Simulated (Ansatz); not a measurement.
Consider this model of amorphous Si30O18.

```xyz
48
Lattice="9.8990 0.1578 0.1584 0.1578 9.2675 -0.0150 0.1584 -0.0150 9.3666" Properties=species:S:1:pos:R:3 pbc="T T T"
Si     7.2376     6.4605     3.0388
Si     0.2504     1.0817     8.7431
Si     9.2164     5.7323     2.0768
Si     5.7709     5.7955     1.3153
Si     6.6057     9.2860     2.3976
Si     5.3725     3.4284     1.4075
Si     3.7894     0.6091     6.3999
Si     6.0513     4.8155     5.1445
Si     1.9646     8.5498     8.8683
Si     5.3607     1.9487     4.6592
Si     3.1907     2.6482     5.1810
Si     3.7435     0.6790     8.7156
Si     0.8107     7.3773     2.2720
Si     1.7406     3.6262     8.4349
Si     0.2678     4.3432     3.7757
Si     2.6153     6.9653     6.2901
Si     5.6426     4.7599     7.3881
Si     1.5902     6.3383     4.2330
Si     3.0960     2.8360     0.7838
Si     3.2839     4.5721     6.8659
Si     3.5436     5.4236     0.9175
Si     2.2186     3.1120     3.1078
Si     8.7140     5.0622     9.2334
Si     6.9198     3.4140     8.8398
Si     8.4936     2.8916     4.9361
Si     3.3768     5.1454     3.2657
Si     5.9992     8.7260     8.8294
Si     6.7611     6.4774     8.5566
Si     8.0334     1.5762     7.9069
Si     9.1714     1.0490     2.3628
O     10.0714     8.9887     2.8870
O      1.1578     2.1646     7.8604
O      5.4125     0.8718     5.9202
O      3.6063     8.2736     5.9169
O      0.3781     4.5880     8.5135
O      8.8522     1.9069     3.6965
O      5.7337     8.7796     1.1470
O      1.7688     7.4437     7.6349
O      6.6793     3.1627     4.7249
O      8.4438     1.9996     6.3118
O      4.7158     5.2341     4.3011
O      5.6560     1.0841     3.3244
O      7.0679     8.0678     3.3685
O      7.7381     0.6981     1.6899
O      7.2437     5.7568     4.5529
O      7.1810     0.1732     8.1125
O      1.7435     7.7723     0.9557
O      0.0641     1.6490     0.9922
```

Level of theory: PBE, scalar-relativistic without spin-orbit coupling (plane waves to 420 eV, PAW; Ansatz, a quantum-chemistry and plane-wave program). The usual formal charges leave 84 electrons over, so the level spacing at the Fermi energy parts defect or band states and needn't be the band gap.

Preparation: random packing, a CHGNet melt and quench, and a DFT relaxation. O atoms were pushed apart under 1.9 Å during the dynamics, to hinder bonds among them. The hot cell started wider than the set density and was brought back towards it in steps. It is the lowest in DFT energy of 2 quenches. It is a model cell: composition and starting density were chosen by hand, and all elements were melted together. No dispersion term was used. Its density started from a set value of 2.20 and ended at 2.19 g/cm³. Cooling (nominally 280 K/ps over its main leg) ran many orders faster than in experiment, which tends to leave more defects and strain. Values belong to this one cell and scatter from quench to quench. Volume and shape were free in the relaxation. On a 2×2×2 Γ-centred mesh force components of up to 0.37 eV/Å stay, since the relaxation ran on the zone centre alone.

Bonds are counted up to Si-Si 2.60 Å, Si-O 2.00 Å, O-O 1.58 Å. Two cations that share two anions don't count as bonded, nor two that share one unless they lie closer than Si-Si 2.38 Å.

Give the coordination numbers, mean bond lengths and angles.


| Quantity | Result |
|---|---|
| Mean coordination of Si by anions | 1.23 (14 with 0, 2 with 1, 9 with 2, 3 with 3, 2 with 4); 78 close contacts or bonds to cations besides |
| Mean coordination of O | 2.06 (17 with 2, 1 with 3) |
| Mean Si-Si bond | 2.397 Å (spread 0.065 Å, 39 counted) |
| Mean Si-O bond | 1.669 Å (spread 0.054 Å, 37 counted) |
| Bond angle at Si | mean 108.3°, spread 14.2° |
| Bond angle at O | mean 137.4°, spread 17.1° |

Which atoms depart from the most common coordination of their element?

Si6 has 3 (Si24 2.38 Å, Si4 2.40 Å, Si19 2.43 Å); Si12 has 3 (Si7 2.32 Å, Si9 2.39 Å, Si27 2.43 Å; Si19 at 2.62 Å just beyond); Si19 has 3 (Si14 2.43 Å, Si6 2.43 Å, Si22 2.50 Å; Si12 at 2.62 Å just beyond; Si21 at 2.63 Å just beyond); Si21 has 2 (Si4 2.29 Å, Si26 2.37 Å; Si19 at 2.63 Å just beyond); O39 has 3 (Si10 1.79 Å, Si8 1.82 Å, Si25 1.85 Å).

What Bader charges do the atoms carry, from a run on the zone centre alone?

Means (range): Si +0.99 e (-0.13 to +3.29), O -1.65 e (-1.70 to -1.62).
```csv
atom,charge (e)
Si1,+1.58
Si2,+1.56
Si3,+0.03
Si4,-0.13
Si5,+3.29
Si6,+0.01
Si7,+1.48
Si8,+1.92
Si9,+1.65
Si10,+2.08
Si11,+0.15
Si12,+0.08
Si13,+1.64
Si14,+1.66
Si15,+0.10
Si16,+1.74
Si17,+0.29
Si18,+0.04
Si19,+0.08
Si20,+0.01
Si21,+0.10
Si22,+0.04
Si23,+0.80
Si24,+0.01
Si25,+2.24
Si26,+0.67
Si27,+1.61
Si28,+0.05
Si29,+1.67
Si30,+3.28
O31,-1.65
O32,-1.64
O33,-1.62
O34,-1.62
O35,-1.64
O36,-1.66
O37,-1.66
O38,-1.65
O39,-1.70
O40,-1.63
O41,-1.68
O42,-1.67
O43,-1.64
O44,-1.66
O45,-1.64
O46,-1.64
O47,-1.66
O48,-1.65
```
